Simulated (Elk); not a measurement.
Band structure of SrAlSi (P-6m2, 3 atoms in the cell).

```yaml
crystal:
  lattice:
    - [4.24978, 0.00000, 0.00000]
    - [-2.12489, 3.68042, 0.00000]
    - [0.00000, 0.00000, 4.77950]
  atoms:
    - { symbol: Sr, position: [0.00000, 0.00000, 0.00000] }
    - { symbol: Al, position: [0.66667, 0.33333, 0.50000] }
    - { symbol: Si, position: [0.33333, 0.66667, 0.50000] }
```

Level of theory: PBEsol, all-electron FP-LAPW, Elk's shipped species files, APW+lo basis with extra local orbitals in Elk 10.2.4.

Settings: xctype = 22; rgkmax = 7.5; stype = 0; swidth = 0.00367493 Ha; ngridk = 6 6 5; gmaxvr = 14 1/bohr; nxlo = 2; lorbcnd = true; rmtscf = 0.99; lmaxi = 2; maxscl = 100.

The starting cell comes from a database of computed structures (which also holds hypothetical and non-ambient phases and stackings), without a prior relaxation at this level. Values depend on the basis (sphere radii, cutoffs, local orbitals), which need not be converged.

Levels in eV from the Fermi level, bands 8 to 15:
| point | 8 | 9 | 10 | 11 | 12 | 13 | 14 | 15 |
|---|---|---|---|---|---|---|---|---|
| Γ | -9.59 | -1.64 | -1.20 | -1.20 | -0.34 | 1.00 | 2.53 | 2.53 |
| M | -7.78 | -5.89 | -2.02 | -1.38 | -0.49 | 1.48 | 2.75 | 3.06 |
| K | -7.45 | -5.61 | -4.11 | -0.92 | 0.02 | 2.11 | 2.60 | 3.40 |
| A | -9.01 | -4.09 | -0.86 | -0.86 | 1.37 | 1.37 | 1.56 | 2.62 |
| L | -7.85 | -5.40 | -2.36 | -1.77 | -1.12 | 0.92 | 3.69 | 5.01 |
| H | -7.52 | -5.70 | -3.36 | -1.50 | -0.76 | 2.18 | 4.14 | 4.66 |

Bands cross the Fermi level along this path, so the cell is metallic at this level.
